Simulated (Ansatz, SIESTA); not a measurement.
## Ti3In (P1, 4 atoms in the cell) computed with different codes at matched settings

Self-consistent single point, at a second geometry (atoms moved at random). First geometry:

```
CELL_PARAMETERS angstrom
     -2.01361     2.01361     4.30186
      2.01361    -2.01361     4.30186
      2.01361     2.01361    -4.30186
ATOMIC_POSITIONS crystal
  Ti 0.75000 0.25000 0.50000
  Ti 0.25000 0.75000 0.50000
  Ti 0.50000 0.50000 0.00000
  In 0.00000 0.00000 0.00000
```

Second geometry:
```xyz
4
Lattice="-2.0136 2.0136 4.3019 2.0136 -2.0136 4.3019 2.0136 2.0136 -4.3019" Properties=species:S:1:pos:R:3 pbc="T T T"
Ti     0.0702     2.0027     2.1611
Ti     2.0051    -0.0113     2.1990
Ti     0.0081     0.0041     4.2586
In    -0.0698     0.0181    -0.0150
```

Shared settings, as Ansatz (an electronic-structure program) writes them: kpoints.mp_grid.grid = 8 8 8; scf.occupations.method = fermi_dirac; scf.occupations.width = 0.0073 Ry. Potentials and cutoffs stand in the table.

```tsv
code	model	ΔF from the first geometry (meV/atom)	pressure (GPa)	largest force (eV/Å)	cutoff
SIESTA	LDA PW92, numerical atomic orbitals DZP, PseudoDojo LDA standard norm-conserving potentials (rewritten from UPF to PSML)	18.9	-3.97	0.926	grid 350 Ry
Ansatz	LDA (PW92), PAW files made with PBE	18.0	-3.54	0.883	30.9 Ry
```

Size of the force on each atom (eV/Å): Sizes of forces hide their directions.

```
code      Ti1    Ti2    Ti3    In4
------  -----  -----  -----  -----
SIESTA  0.725  0.485  0.419  0.926
Ansatz  0.688  0.459  0.405  0.883
```

On Ansatz's run: spin polarisation is off.

The spread over the programs that give each value: ΔF from the first geometry within 0.9 meV/atom; pressure within 0.43 GPa; largest force within 0.043 eV/Å.

SIESTA uses small atom-centred bases, whose incompleteness enters pressures, forces and empty levels differently from a plane-wave cutoff. Ansatz's pressure is given at a fixed set of plane waves, as the other plane-wave codes print theirs.

The starting cell comes from a database of computed structures (which also holds hypothetical and non-ambient phases and stackings), without a prior relaxation at this level. Its lattice was rescaled by a random factor within 2.5 % of one. For this run, on top of that: atoms moved at random.

Keys are those of Ansatz 0.2.
